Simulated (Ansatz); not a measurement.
FeB (space group Cmcm, No. 63; ferromagnetic; a cell from a computed database, its experimental status unchecked)

```cif
data_B4Fe4
_chemical_formula_sum 'Fe4 B4'
_space_group_name_H-M_alt 'Cmcm'
_space_group_IT_number 63
_space_group_name_Hall '-C 2c 2'
_cell_length_a 2.83241
_cell_length_b 7.38507
_cell_length_c 2.95429
_cell_angle_alpha 90.000
_cell_angle_beta 90.000
_cell_angle_gamma 90.000
loop_
_atom_site_label
_atom_site_type_symbol
_atom_site_symmetry_multiplicity
_atom_site_Wyckoff_symbol
_atom_site_fract_x
_atom_site_fract_y
_atom_site_fract_z
_atom_site_occupancy
Fe1 Fe 4 c 0.00000 0.14085 0.25000 1
B1 B 4 c 0.00000 0.42833 0.25000 1
```
(The calculation used a cell of 4 atoms; values per cell refer to that cell.)

Level of theory: PBEsol (Ansatz, a first-principles code, PAW, without spin-orbit coupling). Γ-centred 14×14×13 mesh, Fermi–Dirac width 0.05 eV.

The volume per atom comes out as 7.72 Å³ and the density comes out as 7.16 g/cm³. The band gap is zero and the magnetic state is ferromagnetic. The total energy is -2301.215 eV/atom (σ→0; compares only within this code and set-up).

Other magnetic orders, which the real material may have, were not ruled out. Whether these cells are dynamically stable was not tested.
